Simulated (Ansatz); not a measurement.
Model: Si(111) 1x1 surface, 6 top atoms, 3 bilayers, bottom bilayer H-capped and fixed, every top atom capped by Br; cell 11.5 x 6.6 Å; about 9 Å thick over its heavy atoms, 18 atoms held. Calculation: PBE-D3(BJ) (plane waves to 420 eV, PAW; Ansatz, a quantum-chemistry and plane-wave program). k mesh 1 x 2 x 1. The slab states were run without spin polarisation. No spin-orbit coupling. Results hold for this slab, coverage and mesh. Each barrier is the saddle point's height over the relaxed start (climbing-image NEB, finished by a saddle search where needed); no vibrational corrections are included. The relaxed ends are local minima reached from one prepared geometry each.

Consider this step: SiCl4 swaps its Cl for the surface Br.

Top of the path, atoms near the reaction:

```
atom    x (Å)  y (Å)   z (Å)
------  -----  -----  ------
Si(17)  5.739  3.361   9.701
Si(18)  5.699  1.161   8.787
Si(19)  3.841  4.400   8.777
Br(31)  6.345  4.768  11.880
Si(35)  7.648  4.463   8.836
Si(a0)  5.297  3.306  13.583
Cl(a1)  4.925  2.197  11.568
Cl(a2)  4.640  5.002  14.569
Cl(a3)  7.078  2.645  14.354
Cl(a4)  3.919  1.960  14.394
```

A partial Hessian moves only the atoms 17, 18, 19, 31, 35, a0, a1, a2; the rest stay at rest.

Problem. What modes does it give at the top, and is this a first-order saddle within these atoms?

Solution. 64i, 79, 96, 124, 132, 146, 170, 184, 208, 211, 245, 305, 337, 348, 359, 365, 374, 380, 382, 397, 422, 460, 480, 526 cm^-1. One clearly imaginary mode, so it is.

Problem. At the start the same atoms give 20, 67, 68, 102, 105, 118, 128, 170, 200, 205, 279, 347, 358, 359, 361, 374, 381, 383, 459, 480, 495, 496, 557, 581 cm^-1. What is the zero-point correction to the barrier?

Solution. Zero-point correction -0.02 eV, half the sum of the real modes at the top less that at the start, which turns the barrier of 3.02 eV into 3.00 eV.
